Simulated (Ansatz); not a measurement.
Start from GaSb in the zinc blende structure (space group F-43m, No. 216; a = 6.1324 Å). Axes: x, y, z lie along the cube axes.

All numbers come from DFT with r2SCAN, PAW potentials and a 500 eV plane-wave cutoff in Ansatz (a first-principles code), no spin-orbit coupling.

The change: tensile biaxial strain of 0.83 % in the plane normal to [111], as in epitaxy on a mismatched substrate; the out-of-plane cell vector and the atoms relax.

Problem. What does the calculation give for the energy relative to the base, out-of-plane strain and in-plane stress after the change?

Solution. The energy goes up by 1.5 meV/atom; the out-of-plane strain is -0.35 %; the mean in-plane stress (compression positive) amounts to -1.0 GPa.

No phonon test of stability was made.
